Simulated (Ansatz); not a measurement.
Input:

```
CELL_PARAMETERS angstrom
      0.00000     2.66870     2.76389
      2.66870     0.00000     2.76389
      2.66870     2.66870     0.00000
ATOMIC_POSITIONS crystal
  Ga 0.00000 0.00000 0.00000
  P  0.25000 0.25000 0.25000
```

The numbers are results of r2SCAN with spin-orbit coupling, rigid bands (plane waves, PAW; Ansatz, a first-principles code), not measurements. Condition of this run: biaxial stress in (001) of 2.8 GPa (compression positive) (the target of the relaxation). How the cell was made: cell and atoms relaxed with PBEsol, then loaded as said.

Problem. Predict the electron conductivity mass (n e² τ/σ) at 300 K, by direction if it differs.

Solution. 0.40 (x), 0.40 (y), 0.25 (z) mₑ.

Problem. What conductivity effective mass do dilute holes have at 300 K?

Solution. 0.35 (x), 0.35 (y), 0.42 (z) mₑ.

Problem. And the band gap?

Solution. 1.59 eV at this level; semilocal functionals usually fall short of the measured gap.

Rigid bands, one relaxation time for all states, no polarons. Geometry: cell and atoms relaxed with PBEsol.
